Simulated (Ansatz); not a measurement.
Take LiF in the rock salt structure (space group Fm-3m, No. 225) as the base.

```
CELL_PARAMETERS angstrom
      0.00000     2.00387     2.00387
      2.00387     0.00000     2.00387
      2.00387     2.00387     0.00000
ATOMIC_POSITIONS crystal
  Li 0.00000 0.00000 0.00000
  F  0.50000 0.50000 0.50000
```

Level of theory: PBEsol (Ansatz, an electronic-structure program; PAW; 420 eV plane waves; no SOC).

One change was made to it. Results:

The band gap changes from 9.05 eV to zero; the volume per atom grows by 1.82 Å³ (8.05 Å³ → 9.87 Å³).

### Question
Which change produced these results?
A. Li → Na
B. Li → Be
C. Li → H

### Answer
B, Li → Be. For comparison, the band gap in the other runs: Li → Na gives 6.20 eV; Li → H gives 3.12 eV.

Whether these cells are dynamically stable was not tested. As relaxed here, BeF and HF are hypothetical phases, not in the database extracts checked. All final runs are without spin polarisation. An odd electron count without spin: BeF.
